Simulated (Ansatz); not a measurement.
Consider Au in the fcc (Cu type) structure (space group Fm-3m, No. 225; a = 4.125 Å; relaxed with 0.1 eV smearing). Axes: x, y, z lie along the cube axes.

All numbers come from plane-wave PAW DFT at the r2SCAN level (Ansatz, an electronic-structure program, 500 eV), no spin-orbit coupling.

It is then changed as follows: biaxial strain −1.00 %, plane normal [001], relaxed out of plane (Cartesian); in-plane vectors clamped, the third vector and the atoms free.

### Question
How does this affect the in-plane stress?

### Answer
The mean in-plane stress (compression positive) is +0.5 GPa.

### Question
What happens to the out-of-plane strain?

### Answer
The out-of-plane strain amounts to +1.81 %.

Whether these cells are dynamically stable was not tested.
